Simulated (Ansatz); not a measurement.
# GaP under load (space group F-43m): band-edge transport data

Here is the system:

```
GaP
1.0
    0.00000     2.64248     2.64248
    2.64248     0.00000     2.64248
    2.64248     2.64248     0.00000
Ga P
1 1
Direct
  0.00000   0.00000   0.00000
  0.25000   0.25000   0.25000
```

These are r2SCAN with spin-orbit coupling, rigid bands (plane waves, PAW; Ansatz, an electronic-structure program) values and carry that method's errors. Condition of this run: hydrostatic pressure 10 GPa (the target of the relaxation). Cell: cell and atoms relaxed with r2SCAN, then loaded as said.

The band gap is 1.64 eV and the electron conductivity mass (300 K, dilute) is 0.34 mₑ. The hole conductivity mass (300 K, dilute) comes out as 0.44 mₑ, the effective density of states N_c (300 K) comes out as 4.1e19 cm⁻³ and the effective density of states N_v (300 K) is 2.0e19 cm⁻³. The density-of-states mass, electrons is 1.38 mₑ. The density-of-states mass, holes is 0.87 mₑ. The Seebeck coefficient, n-type 1e19 cm⁻³, 300 K comes out as -330 μV/K and the best n-type power factor at 300 K for τ = 10 fs (best axis; densities from 1e16 to 1e21 cm⁻³ tried, whether or not they can be reached) is 16.9 μW/(cm·K²) at 1e20 cm⁻³. The Seebeck coefficient, p-type 1e19 cm⁻³, 300 K is 309 μV/K and the best p-type power factor at 300 K for τ = 10 fs (best axis; densities from 1e16 to 1e21 cm⁻³ tried, whether or not they can be reached) is 14.0 μW/(cm·K²) at 3e20 cm⁻³.

Rigid bands; masses and Seebeck coefficients take one relaxation time τ for all states and one kind of carrier; polarons and phonon drag are left out.
